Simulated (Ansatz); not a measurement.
Given:

```
CELL_PARAMETERS angstrom
      3.43227     0.00000     0.00000
      1.71613     2.97243     0.00000
      0.00000     0.00000    15.25108
ATOMIC_POSITIONS crystal
  Ga 0.33333 0.33333 0.67082
  Ga 0.66667 0.66667 0.17082
  Ga 0.66667 0.66667 0.32918
  Ga 0.33333 0.33333 0.82918
  S  0.33333 0.33333 0.09587
  S  0.66667 0.66667 0.59587
  S  0.66667 0.66667 0.90413
  S  0.33333 0.33333 0.40413
```

No spin polarisation.

The values are results of PBEsol-D3(BJ)/PAW in Ansatz (a quantum-chemistry and plane-wave program), no spin-orbit coupling, earlier PAW set, not measurements. Γ-centred 11×11×3 mesh, Fermi–Dirac width 0.05 eV.

Task: What is the computed smallest direct gap?

Result: 2.44 eV.

Task: What width of the top valence band does the calculation give?

Result: 2.09 eV.

Task: What is the computed mean in-plane stress (compression positive)?

Result: +4.8 GPa.

The cells carry an imposed strain or load. No phonon test of stability was made. The cell was made from GaS in the beta-GaS type structure (space group P6_3/mmc, No. 194; layered, stacked along the Cartesian z axis) by this change: biaxial strain −2.89 %, plane normal [001], relaxed out of plane.
